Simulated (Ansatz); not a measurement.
Take Ga (space group Cmce, No. 64; a = 4.575 Å, b = 7.740 Å, c = 4.588 Å) as the base.

(Cell as relaxed with PBE.)

Levels (all Ansatz, a program for electronic structure, PAW): PBE (420 eV, no SOC); PBEsol (420 eV, no spin-orbit coupling).

Each level relaxes its own structure.

```
quantity                   PBE         PBEsol
---------------  -------------  -------------
volume per atom       20.30 Å³       19.07 Å³
space group      Cmce (No. 64)  Cmce (No. 64)
band gap                  zero           zero
```

PBE's volume per atom lies 1.236 Å³ above PBEsol's (6.5 %); the two agree on the space group and band gap. Neither level is exact; PBEsol is the comparison here, not a measurement.

Stability against distortions was not tested.
